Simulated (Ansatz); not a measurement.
Levels about the gap of amorphous In9Ga9Zn9O36 (63 atoms in a cell of 795 Å³, 5.90 g/cm³; zone centre alone, so wide bands show as single levels with stretches between that a denser mesh fills), at the geometry that PBE relaxed, where it gives -0.4 GPa on a denser mesh. The participation number counts the atoms over which a state spreads; weights are charges in smoothed Voronoi cells. The levels come from a single point, so bond lengths are those of that geometry. Method of the levels: r2SCAN, scalar-relativistic without spin-orbit coupling (Ansatz, a quantum-chemistry and plane-wave program). Sampling: the zone centre alone; Fermi-Dirac width 0.02 eV; no spin polarisation. At PBE the levels at the filled edge of the gap are localised (band-tail or defect states), and the nearest spread-out levels lie 0.9 eV apart at the zone centre.

A CHGNet melt-quench gave the starting glass, which DFT then relaxed. O atoms were pushed apart under 1.9 Å during the dynamics, to hinder bonds among them. The hot cell started wider than the set density and was brought back towards it in steps. It is the lowest in DFT energy of 2 quenches. It is a model cell: composition and starting density were chosen by hand, and all elements were melted together. No dispersion term was used. Its density started from a set value of 5.90 and ended at 5.90 g/cm³. The simulated quench (nominally 210 K/ps over its main leg) is rapid and tends to freeze in more defects than a deposited or slowly cooled glass has. Values belong to this one cell and scatter from quench to quench. The volume was held where the preparation left it, at a PBE pressure of -0.4 GPa (tension). Stress components on the final sampling reach 2.1 GPa. Cycles of charging lowered its energy after that relaxation.

```csv
"E - E(highest filled), eV",filling,participation number,largest on,weight O,weight In,weight Zn,weight Ga
-0.41,filled,18.3,"O, 3 neighbours",0.88,0.02,0.08,0.02
-0.34,filled,14.0,"O, 3 neighbours",0.84,0.01,0.12,0.02
-0.29,filled,15.9,"O, 4 neighbours",0.83,0.02,0.14,0.02
-0.26,filled,10.9,"O, 3 neighbours",0.89,0.02,0.08,0.01
-0.25,filled,10.5,"O, 3 neighbours",0.90,0.01,0.06,0.02
-0.24,filled,17.1,"O, 3 neighbours",0.91,0.01,0.06,0.02
0.00,filled,8.3,"O, 3 neighbours",0.83,0.01,0.14,0.02
1.11,empty,55.5,"In, 5 neighbours",0.49,0.23,0.15,0.13
3.71,empty,21.3,"In, 5 neighbours",0.56,0.32,0.07,0.06
4.14,empty,25.2,"In, 5 neighbours",0.57,0.31,0.06,0.06
4.24,empty,37.3,"In, 6 neighbours",0.57,0.31,0.04,0.08
4.30,empty,32.2,"In, 5 neighbours",0.57,0.23,0.12,0.08
4.52,empty,37.3,"Zn, 4 neighbours",0.56,0.15,0.21,0.07
4.71,empty,36.6,"In, 6 neighbours",0.56,0.23,0.10,0.11
```

Most localised among these is the filled level at +0.00 eV, on a O atom, which has 3 neighbours (Ga 1.91 Å, Ga 1.93 Å, Zn 1.96 Å).
